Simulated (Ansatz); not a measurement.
S on the 1x1 (111) surface of fcc Ag, one in a 2x2 cell, energies for each (29.8 Å²). Energies are against ⅛ S8(g), without zero-point or thermal terms; each row is named by its start.

The numbers are results of PBE (plane waves to 420 eV, PAW; Ansatz, a first-principles code), not measurements.

Slab: 17 atoms, 7.1 Å thick at the start under the adsorbate (thin: gaps and levels are the slab's own); k 6x6x1, smearing 0.1 eV, dipole-corrected; 8 atoms held, the rest relaxed; each run with such symmetry as its start has; spin-polarised, no spin-orbit, no U, no dispersion correction.

A negative adsorption energy means that the adsorbate is more stable on the surface than in its reference. Heights count from the host atoms within 0.3 Å of the top one.

| starting site | E_ads (eV) | height (Å) | nearest host atom (Å) | bonded to | Δ work function (eV) | lateral drift (Å) | moment (μB) |
|---|---|---|---|---|---|---|---|
| top Ag | … | … | Ag 2.28 | Ag | 1.56 | 0.0 | 0.0 |
| hollow Ag-Ag-Ag over Ag at depth 2.4 Å | -0.44 | … | Ag 2.44 | 3 Ag | 1.18 | 0.0 | 0.0 |
| hollow Ag-Ag-Ag over Ag at depth 4.7 Å | -0.51 | 1.71 | Ag 2.43 | 3 Ag | 1.12 | 0.0 | 0.0 |
| bridge Ag-Ag (span 2.9 Å) | -0.51 | 1.71 | Ag 2.43 | 3 Ag | … | 0.8 | 0.0 |

Q: Some entries are withheld; supply them.

A: 
- top Ag, E_ads (eV): 0.70
- top Ag, height (Å): 2.06
- hollow Ag-Ag-Ag over Ag at depth 2.4 Å, height (Å): 1.73
- bridge Ag-Ag (span 2.9 Å), Δ work function (eV): 1.13
